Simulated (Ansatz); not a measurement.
An ideal cubic perovskite cell is held by its symmetry; such compounds can tilt or shift off centre at room temperature. The starting structures come from a database of crystals and need not be the phases stable at ambient conditions.

 Where the default PAW files enter, the runs use the earlier of Ansatz's two default sets.

The decay constant κ of evanescent states in the gap governs leakage through a thin film.

Data:

```
PbRbF3
1.0
    6.87551     0.00000     0.00000
   -3.43776     5.95437     0.00000
    3.43776     1.98479     2.80692
Rb Pb F
1 1 3
Direct
  0.00000   0.00000   0.00000
  0.00000   0.50000   0.50000
  0.50000   0.50000   0.00000
  0.50000   0.00000   0.00000
  0.00000   0.50000   0.00000
```

Space group of this cell: Pm-3m, cubic perovskite. The cell is taken as given; by PBEsol its mean pressure is -1.8 GPa.

Transport runs along the normal of the first two printed cell vectors, the (111) plane of the conventional cell.

No gap correction and no spin-orbit coupling; mid-gap values are interpolated between computed energies.

Predict the band gap and the smallest decay constant κ at mid-gap from PBEsol run with Ansatz (an electronic-structure program).

Gap 2.98 eV on a 10×10×10 mesh; κ = 0.262 1/Å, at the zone centre.
